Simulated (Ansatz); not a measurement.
# Convergence study of the k-point mesh for VH2 (I4mm, 3 atoms in the cell)

```yaml
crystal:
  lattice:
    - [0.00000, 2.10387, 2.10387]
    - [2.10387, 0.00000, 2.10387]
    - [2.10387, 2.10387, 0.00000]
  atoms:
    - { symbol: V, position: [0.01188, 0.01188, 0.98812] }
    - { symbol: H, position: [0.75000, 0.75000, 0.75000] }
    - { symbol: H, position: [0.25000, 0.25000, 0.25000] }
```

Computed with PBEsol, default PAW files made with PBE (plane waves; Ansatz, a program for electronic structure).

Base settings: basis.ecutwfc = 420 eV; kpoints.mp_grid.grid = 13 13 13; hamiltonian.xc = pbesol; hamiltonian.pseudopotentials = {kind: paw} (the program's default PAW files); scf.occupations.method = gaussian; scf.occupations.width = 0.1 eV.

The second cell is the first with its lattice scaled by 0.98.

Only quantities that move along the ladder and can be compared are tabulated.

The count of work is k-points × plane waves × bands × iterations; it is no time. Core times come from one kind of shared machine, to one figure; runs under 30 s give none.

The starting cell comes from a database of computed structures (which also holds hypothetical and non-ambient phases and stackings), without a prior relaxation at this level. Its lattice was rescaled by up to half a per cent. One atom was moved a little off its site on purpose. Spin polarisation is off. In the base run, with a pressure of about -5 GPa the cell is away from its equilibrium volume at this level. Ansatz's pressure includes its estimate of the finite-basis (Pulay) stress.

| kpoints.mp_grid.grid | free energy less the last step's (meV/atom) | energy of the compressed cell less the first (meV/atom) | pressure (GPa) | largest difference of a force vector from the last step's (eV/Å) | count of work / last | core time / last (rough) |
|---|---|---|---|---|---|---|
| 2 2 2 | -28.20 | 12.55 | -0.49 | 0.482 | 0.00067 | – |
| 3 3 3 | 33.09 | 3.70 | -3.99 | 0.103 | 0.0010 | – |
| 4 4 4 | 45.75 | 4.83 | -3.44 | 0.051 | 0.0022 | – |
| 5 5 5 | 16.17 | 1.76 | -4.72 | 0.014 | 0.0030 | – |
| 6 6 6 | -7.76 | -0.45 | -5.63 | 0.009 | 0.0050 | – |
| 7 7 7 | -0.15 | 0.22 | -5.37 | 0.000 | 0.0067 | – |
| 8 8 8 | 3.73 | 0.69 | -5.17 | 0.001 | 0.0099 | – |
| 9 9 9 | 0.94 | 0.39 | -5.31 | 0.000 | 0.013 | – |
| 10 10 10 | -1.53 | 0.04 | -5.43 | 0.002 | 0.017 | – |
| 12 12 12 | 0.69 | 0.32 | -5.32 | 0.001 | 0.027 | – |
| 13 13 13 | 0.27 | 0.28 | -5.33 | 0.000 | 0.033 | – |
| 14 14 14 | -0.21 | 0.23 | -5.36 | 0.001 | 0.041 | – |
| 16 16 16 | 0.06 | 0.23 | -5.36 | 0.000 | 0.059 | – |
| 17 17 17 | 0.06 | 0.26 | -5.35 | 0.000 | 0.068 | – |
| 19 19 19 | -0.05 | 0.23 | -5.36 | 0.000 | 0.092 | – |
| 24 24 24 | -0.01 | 0.23 | -5.36 | 0.000 | 0.18 | – |
| 26 26 26 | 0.01 | 0.25 | -5.35 | 0.000 | 0.22 | – |
| 29 29 29 | 0.00 | 0.24 | -5.35 | 0.000 | 0.30 | 0.3 |
| 32 32 32 | 0.00 | 0.24 | -5.36 | 0.000 | 0.40 | 0.4 |
| 36 36 36 | 0.00 | 0.24 | -5.36 | 0.000 | 0.56 | 0.6 |
| 40 40 40 | 0.00 | 0.24 | -5.36 | 0.000 | 0.76 | 0.8 |
| 44 44 44 | 0.00 | 0.24 | -5.36 | 0.000 | 1.0 | 1 |

Coarsest kpoints.mp_grid.grid that holds the forces within 0.005 eV/Å of the last step, with all finer ones: 7 7 7, at 0.0067 of the last step's count of work; the step before is off by 0.009 eV/Å.

Coarsest kpoints.mp_grid.grid that holds the free energy within 0.5 meV/atom of the last step, with all finer ones: 13 13 13, at 0.033 of the last step's count of work; the step before is off by 0.69 meV/atom.

Coarsest kpoints.mp_grid.grid that holds the pressure within 1 GPa of the last step, with all finer ones: 5 5 5, at 0.0030 of the last step's count of work; the step before is off by 1.9 GPa.

The energy difference between the two cells stays within 1 meV/atom of the last step's from 6 6 6 on, the total only from 12 12 12 on: much of the error is common to both cells and cancels.

Keys are those of Ansatz 0.2.
